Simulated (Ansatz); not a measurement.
Results of RPBE (PAW; Ansatz, a quantum-chemistry and plane-wave program) for A15 Nb₃Sn (cubic form, which distorts at low temperature).

Run with plane-wave cutoff 520 eV, 10×10×10 k mesh, Fermi–Dirac smearing 0.05 eV, no spin polarisation, scalar-relativistic PAW data made under PBE.

Computed at the level's own relaxed cell.

**Question.** Give the computed volume per atom, bulk modulus B0, equilibrium lattice constant a and pressure derivative B′ of the bulk modulus.

**Answer.** 
- volume per atom: 19.15 Å³/atom
- bulk modulus B0: 154 GPa
- equilibrium lattice constant a: 5.350 Å
- pressure derivative B′ of the bulk modulus: 4.2

The run finds no gap.

Measured, for comparison: equilibrium volume per atom 18.49 Å³/atom, lattice constant a 5.289 Å (temperature not stated, no zero-point or thermal correction; as tabulated in Priinits et al. (2024), arXiv:2406.00817); bulk modulus 165 GPa (4 K, zero-point motion not removed; as tabulated in Lu and Klein (1997), arXiv:cond-mat/9704251). Computed (rounded) less measured: equilibrium volume per atom +3.6 %, bulk modulus -7 %, lattice constant a +1.2 %.

Note: symmetry holds this phase in the static calculation, where it need not be a minimum.

Spin–orbit coupling is not included.

Static lattice: no zero-point or thermal effects.

It cost very roughly 4 core-minutes of CPU time.
